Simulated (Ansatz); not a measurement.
# WTe2 (space group Fm-3m, No. 225; a hypothetical phase, not in the database extracts checked)

```
WTe2
1.0
    0.00000     3.33045     3.33045
    3.33045     0.00000     3.33045
    3.33045     3.33045     0.00000
W Te
1 2
Direct
  0.00000   0.00000   0.00000
  0.25000   0.25000   0.25000
  0.75000   0.75000   0.75000
```

Level of theory: PBE (Ansatz, a quantum-chemistry and plane-wave program, PAW, scalar-relativistic without spin-orbit coupling), earlier PAW set. Settings: 12×12×12 k-points, 0.05 eV Fermi–Dirac smearing.

```json
{
  "volume_per_atom": "24.63 Å³",
  "density": "9.87 g/cm³",
  "band_gap": "zero",
  "total_energy": "-8114.812 eV/atom (σ→0; compares only within this code and set-up)"
}
```

No phonon test of stability was made. All final runs are without spin polarisation. WTe2 has a high density of states at the Fermi level and may be magnetic at this level.
